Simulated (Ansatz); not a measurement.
The reference is MgO in the rock salt structure (space group Fm-3m, No. 225; a = 4.204 Å).

Calculations: r2SCAN (Ansatz, a program for electronic structure), no SOC.

Strains are applied to the cell and any free atomic positions relax.

One change was made to it. Results:

The band gap rises by 0.641 eV to 6.33 eV; the energy goes up by 19 meV/atom; the width of the top valence band goes up by 0.12 eV to 1.90 eV.

### Question
What was done to the base?
A. isotropic strain −1.50 %
B. isotropic strain −0.50 %
C. isotropic strain −2.00 %

### Answer
C, isotropic strain −2.00 %. For comparison, the band gap in the other runs: isotropic strain −1.50 % gives 6.16 eV; isotropic strain −0.50 % gives 5.84 eV.

Whether these cells are dynamically stable was not tested.
